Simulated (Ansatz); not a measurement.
The starting structures come from a database of crystals and need not be the phases stable at ambient conditions.

 Where the default PAW files enter, the runs use the earlier of Ansatz's two default sets.

Inside the gap of an insulator the Bloch states are evanescent, with a wavenumber k + iκ along the transport direction.

Data:

```yaml
crystal:
  lattice:
    - [4.07346, 0.00000, 0.00000]
    - [0.00000, 6.71783, 0.00000]
    - [2.03673, 0.00000, 3.45855]
  atoms:
    - { symbol: Ga, position: [0.33333, 0.00002, 0.33333] }
    - { symbol: Ga, position: [0.66667, 0.50002, 0.66667] }
    - { symbol: As, position: [0.33333, 0.62598, 0.33333] }
    - { symbol: As, position: [0.66667, 0.12598, 0.66667] }
```

Space group of this cell: Cmc2_1. The cell is strained (lengths across the current scaled by 1.02, ions clamped); by r2SCAN its mean pressure is -2.6 GPa.

Transport runs along the normal of the first two printed cell vectors.

No gap correction and no spin-orbit coupling; mid-gap values are interpolated between computed energies.

Question: Compute, with r2SCAN in Ansatz (an electronic-structure program), the band gap and the smallest decay constant κ at mid-gap.

Answer: Gap 0.60 eV on a 10×6×10 mesh; κ = 0.039 1/Å, at the zone centre.
